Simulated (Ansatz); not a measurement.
**SnS2 under a change: biaxial strain −0.94 %, plane normal [110], relaxed out of plane**

Start from SnS2 (space group Fd-3m, No. 227; a = 10.3580 Å; a cell from a computed database, its experimental status unchecked). Axes: x, y, z lie along the cube axes.

Now apply this change: compressive biaxial strain of 0.94 % in the plane normal to [110], as in epitaxy on a mismatched substrate; the out-of-plane cell vector and the atoms relax.

Calculations: PBEsol in Ansatz (plane waves to 420 eV, PAW, no spin-orbit coupling). k-mesh 5×5×5 (Γ-centred); smearing 0.05 eV (Fermi–Dirac).

The volume per atom falls by 0.32 Å³, from 23.15 Å³ to 22.83 Å³ and the space group goes from Fd-3m (No. 227) to Imma (No. 74). The energy goes up by 1.2 meV/atom and the band gap drops by 0.105 eV, from 1.06 eV to 0.96 eV. The gap character comes out as indirect, Γ–Y₀ (80 % along) → Γ and the smallest direct gap falls by 0.08 eV, from 1.16 eV to 1.08 eV. The out-of-plane strain amounts to +0.50 % and the ratio −ε⊥/ε∥ is 0.53.

No phonon test of stability was made. k-point labels follow each cell's own Brillouin zone.

Ansatz is a program for electronic structure.
